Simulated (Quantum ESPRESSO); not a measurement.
The steps of a band-structure calculation for MgSn5 (P-6m2, 6 atoms in the cell) with Quantum ESPRESSO.

Computed with PBEsol, SSSP 1.1.2 efficiency (PBE) pseudopotentials (plane waves; Quantum ESPRESSO).

Step 1 (scf):

```fortran
&CONTROL
    calculation = 'scf',
    prefix = 'mgsn5',
    outdir = './tmp',
    pseudo_dir = './',
    tprnfor = .true.,
    tstress = .true.,
/
&SYSTEM
    ibrav = 0,
    nat = 6,
    ntyp = 2,
    ecutwfc = 40,
    ecutrho = 320,
    occupations = 'smearing',
    smearing = 'mp',
    degauss = 0.0036749,
    nbnd = 42,
    input_dft = 'pbesol',
/
&ELECTRONS
    conv_thr = 1.0d-9,
    mixing_beta = 0.4,
/
ATOMIC_SPECIES
Mg    24.3050  Mg.pbe-n-kjpaw_psl.0.3.0.UPF
Sn   118.7100  Sn_pbe_v1.uspp.F.UPF
ATOMIC_POSITIONS {crystal}
Mg    0.0000000000    0.0000000000    0.0000000000
Sn    0.6666666667    0.3333333333    0.8438800000
Sn    0.6666666667    0.3333333333    0.1561200000
Sn    0.0000000000    0.0000000000    0.6696900000
Sn    0.0000000000    0.0000000000    0.3303100000
Sn    0.6666666667    0.3333333333    0.5000000000
K_POINTS {automatic}
6 6 1  1 1 1
CELL_PARAMETERS {angstrom}
   3.3201702512     0.0000000000     0.0000000000
  -1.6600851256     2.8753517824     0.0000000000
   0.0000000000     0.0000000000    16.8890800000
```

Step 2 (bands):

```fortran
&CONTROL
    calculation = 'bands',
    prefix = 'mgsn5',
    outdir = './tmp',
    pseudo_dir = './',
    verbosity = 'high',
/
&SYSTEM
    ibrav = 0,
    nat = 6,
    ntyp = 2,
    ecutwfc = 40,
    ecutrho = 320,
    occupations = 'smearing',
    smearing = 'mp',
    degauss = 0.0036749,
    nbnd = 45,
    input_dft = 'pbesol',
/
&ELECTRONS
    conv_thr = 1.0d-9,
    startingwfc = 'random',
    diago_thr_init = 1.0d-6,
    diagonalization = 'cg',
/
ATOMIC_SPECIES
Mg    24.3050  Mg.pbe-n-kjpaw_psl.0.3.0.UPF
Sn   118.7100  Sn_pbe_v1.uspp.F.UPF
ATOMIC_POSITIONS {crystal}
Mg    0.0000000000    0.0000000000    0.0000000000
Sn    0.6666666667    0.3333333333    0.8438800000
Sn    0.6666666667    0.3333333333    0.1561200000
Sn    0.0000000000    0.0000000000    0.6696900000
Sn    0.0000000000    0.0000000000    0.3303100000
Sn    0.6666666667    0.3333333333    0.5000000000
K_POINTS {crystal_b}
12
  0.00000000   0.00000000   0.00000000  11  ! G
  0.50000000   0.00000000   0.00000000   6  ! M
  0.33333333   0.33333333   0.00000000  13  ! K
  0.00000000   0.00000000   0.00000000   2  ! G
  0.00000000   0.00000000   0.50000000  11  ! A
  0.50000000   0.00000000   0.50000000   6  ! L
  0.33333333   0.33333333   0.50000000  13  ! H
  0.00000000   0.00000000   0.50000000   1  ! A
  0.50000000   0.00000000   0.50000000   2  ! L
  0.50000000   0.00000000   0.00000000   1  ! M
  0.33333333   0.33333333   0.00000000   2  ! K
  0.33333333   0.33333333   0.50000000   1  ! H
CELL_PARAMETERS {angstrom}
   3.3201702512     0.0000000000     0.0000000000
  -1.6600851256     2.8753517824     0.0000000000
   0.0000000000     0.0000000000    16.8890800000
```

Step 3 (bands.x):

```fortran
&BANDS
    prefix = 'mgsn5',
    outdir = './tmp',
    filband = 'bands.dat',
    lsym = .false.,
/
```

Output of bands (abridged):

```
     file Mg.pbe-n-kjpaw_psl.0.3.0.UPF: wavefunction(s)  3S renormalized

     Atomic positions and unit cell read from directory:
     ./tmp/mgsn5.save/

     Message from routine setup:
     using ibrav=0 with symmetry is DISCOURAGED, use correct ibrav instead
     G-vector sticks info
     --------------------
     sticks:   dense  smooth     PW     G-vecs:    dense   smooth      PW
   [... lines left out ...]
     unit-cell volume          =    1088.0627 (a.u.)^3
   [... lines left out ...]

     Smooth grid:    37269 G-vectors     FFT dimensions: (  25,  25, 135)

     The potential is recalculated from file :
     ./tmp/mgsn5.save/charge-density

     Band Structure Calculation
     CG style diagonalization

     ethr =  1.00E-06,  avg # of iterations = 33.5

     End of band structure calculation

          k = 0.0000 0.0000 0.0000 (  4685 PWs)   bands (ev):

   -11.9084 -11.9065 -11.8840 -11.8708 -11.8707 -11.8692 -11.8692 -11.8639
   -11.8639 -11.8291 -11.8282 -11.8237 -11.8237 -11.8225 -11.8225 -11.7998
   -11.7998 -11.7805 -11.7805 -11.7484 -11.7484 -11.7133 -11.7133 -11.7130
   -11.7130  -1.3677  -0.8917  -0.4314   0.5249   1.4274   4.6512   5.1884
     8.3225   8.6080  12.8579  13.4135  16.0437  16.0437  16.3863  16.3864
    16.5925  16.5926  17.1185  17.1185  17.3655

          k = 0.0455 0.0262 0.0000 (  4669 PWs)   bands (ev):

   -11.9068 -11.9050 -11.8832 -11.8710 -11.8697 -11.8676 -11.8661 -11.8636
   -11.8607 -11.8279 -11.8276 -11.8231 -11.8223 -11.8210 -11.8194 -11.8008
   -11.8000 -11.7816 -11.7807 -11.7500 -11.7484 -11.7150 -11.7147 -11.7136
   -11.7133  -1.3286  -0.8527  -0.3926   0.5630   1.4649   4.6891   5.2296
     8.3587   8.6448  12.8884  13.4409  15.5232  15.8315  15.8961  16.1377
    16.1969  16.4398  16.7617  17.0496  17.0783

   [... 67 blocks of this kind left out ...]
```

Output of bands.x (abridged):

```
     Reading xml data from directory:

     ./tmp/mgsn5.save/
     file Mg.pbe-n-kjpaw_psl.0.3.0.UPF: wavefunction(s)  3S renormalized

     G-vector sticks info
     --------------------
     sticks:   dense  smooth     PW     G-vecs:    dense   smooth      PW
     Sum         859     433    127               105139    37269    6209

     Reading collected, re-writing distributed wavefunctions
     high-symmetry point:  0.0000 0.0000 0.0000   x coordinate   0.0000
     high-symmetry point:  0.5000 0.2887 0.0000   x coordinate   0.5774
     high-symmetry point:  0.3333 0.5774 0.0000   x coordinate   0.9107
     high-symmetry point:  0.0000 0.0000 0.0000   x coordinate   1.5774
     high-symmetry point:  0.0000 0.0000 0.0983   x coordinate   1.6756
     high-symmetry point:  0.5000 0.2887 0.0983   x coordinate   2.2530
     high-symmetry point:  0.3333 0.5774 0.0983   x coordinate   2.5863
     high-symmetry point:  0.0000 0.0000 0.0983   x coordinate   3.2530
     high-symmetry point:  0.5000 0.2887 0.0983   x coordinate   3.2530
     high-symmetry point:  0.5000 0.2887 0.0000   x coordinate   3.3513
     high-symmetry point:  0.3333 0.5774 0.0000   x coordinate   3.3513
     high-symmetry point:  0.3333 0.5774 0.0983   x coordinate   3.4496

     Plottable bands (eV) written to file bands.dat.gnu
     Bands written to file bands.dat

   JOB DONE.
```

The starting cell comes from a database of computed structures (which also holds hypothetical and non-ambient phases and stackings), without a prior relaxation at this level.
